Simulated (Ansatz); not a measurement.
Consider Au in the fcc (Cu type) structure (space group Fm-3m, No. 225; a = 4.124 Å; relaxed with 0.1 eV smearing). Axes: x, y, z lie along the cube axes.

Level of theory: r2SCAN (Ansatz, a program for electronic structure, PAW, no spin-orbit coupling), earlier PAW set.

For the base:

| Property | Result |
|---|---|
| Pressure | 0.0 GPa |

Modification: strain tensor (xx, yy, zz, yz, xz, xy) = (+0.24, −0.86, +0.32, +0.39, +0.44, −0.41) %, atoms relaxed at fixed cell.

How does this affect the pressure?

The pressure (mean of the normal stresses, compression positive) goes from zero to 0.5 GPa.

Estimate the effect on the energy relative to the base.

The energy goes up by 0.4 meV/atom.

Whether these cells are dynamically stable was not tested.
